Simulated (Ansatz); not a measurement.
Hexagonal WC, relaxed in Ansatz (plane waves) with several semilocal functionals. Each gives its own volume and its own elastic constant C11:

```csv
level,V0 (Å³/atom),elastic constant C11 (GPa),ln V0,ln C11
LDA,10.127,758.1,2.3152,6.6308
PBEsol,10.287,738.1,2.3309,6.6041
r²SCAN,10.415,738.6,2.3432,6.6048
PBE,10.525,701.6,2.3538,6.5534
RPBE,10.644,681.9,2.3650,6.5249
BLYP,10.887,638.4,2.3876,6.4590
```

Q: Fit a straight line to ln C11 against ln V0. What does it predict for revPBE, whose volume is 10.612 Å³/atom?

A: With x = ln V0 and y = ln C11: means 2.34928 and 6.56283; Σ(Δx Δy) = -0.007948, Σ(Δx²) = 0.003272, so the slope is -2.43. At x = 2.3620 the line gives y = 6.56283 + (-2.43) × (2.3620 − 2.34928) = 6.5319, or 686.7 GPa. The run with revPBE gives 687.2 GPa, +0.1 % from the line. The rows used scatter about it by up to 2.8 %, while the largest value lies 19 % above the smallest.

Ansatz's density-functional and Hartree–Fock values are scalar-relativistic unless marked +SOC, with PAW data made under PBE.

Ansatz is an electronic-structure program.
